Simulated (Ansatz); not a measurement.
MgO (R-3m), Ansatz (a quantum-chemistry and plane-wave program) with PBEsol, rigid bands: Condition of this run: uniaxial stress along [111] of -1 GPa (compression positive) (the target of the relaxation). band gap 4.59 eV, N_c = 5.23e18 cm⁻³ and N_v = 2.30e20 cm⁻³ at 300 K, conductivity masses of 0.351 mₑ (electrons) and 2.29 mₑ (holes). Take k_BT = 0.02585 eV.

Problem. A film of it is 2 nm thick. Estimate the confinement energies in an infinite well.

Solution. ħ²π²/(2m t²) = 0.376 eV·nm²/(m/mₑ × t²) gives 268 meV for electrons and 41.1 meV for holes, so the gap would widen to about 4.90 eV. Finite barriers and nonparabolic bands lower this, and with several valleys or bands the heaviest mass along the normal sets the lowest level, not this average.

Problem. Find the intrinsic carrier density and the intrinsic Fermi level.

Solution. n_i = √(N_c N_v) exp(−E_g/2k_BT) = 3.47e19 × exp(−88.77) = 9.7e-20 cm⁻³. The level lies (k_BT/2) ln(N_v/N_c) = 49 meV from mid-gap (positive towards the conduction band). Each 0.1 eV added to the gap lowers n_i by a factor of 6.9.

Problem. What thermal injection velocity √(2k_BT/πm) limits a ballistic channel?

Solution. 9.08e6 cm/s for electrons and 3.56e6 cm/s for holes, a ratio of √(m_h/m_e) = 2.55, for dilute carriers.

Rigid, parabolic bands with the computed gap; masses take one relaxation time for all states. Spin-orbit coupling is left out.
